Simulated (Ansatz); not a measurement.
ZnO: transverse stress against strain

ZnO (wurtzite, P6_3mc, 11.330 Å³/atom at rest, c along z) under a strain ε along c (axis z), the other axes held. LDA in Ansatz, a plane-wave DFT program (PAW, default set), 420 eV, 12×12×7 Γ-centred mesh, Fermi-Dirac smearing 0.05 eV; ions are relaxed within the symmetry of each cell. Stress is positive for a compressed cell.

Here s stands for strain and y for stress xx.

```
strain (%)  stress xx (GPa)
----------  ---------------
-3.00                     ?
-1.20                  1.55
-0.60                  0.75
0.00                   0.00
0.60                  -0.73
1.20                  -1.44
```

Fit y of the 5 rows that show it with a straight line. Means: s 0, y 0.026. About the means, the sum of products is -4.4760 and the sum of squares of s is 3.6000; the slope is their ratio. Least squares gives y = 0.026 - 1.2433·s. Residuals (row less fit): 0.032, -0.022, -0.026, -0.010, 0.026; standard error 0.031 (degrees of freedom: 3). The slope gives the elastic constant C13 = 124 ± 1.7 GPa.

Q: Estimate the missing y (s = -3.00); what did the run itself give?

A: y = 0.026 - 1.2433 × (-3.0) = 3.756 GPa. The calculation gives 4.14 GPa, 0.384 GPa above the prediction (6.9 % of the range of y in the table). The row lies outside the fitted rows, so this is an extrapolation. From the scatter of the fitted rows alone, a prediction at this place has a standard error of 0.060 GPa, so the miss is 6.4 times that.

One order more, fitted to all 11 runs of the series, follows each within 0.01, so the miss is the next term of a smooth law. Rows are the converged runs of the series near zero and its far end; series whose fitted rows scatter by over a few per cent of the range, as at a crossing or softening among them, aren't shown in this form. Most that stay on the fit to the last digits aren't either.
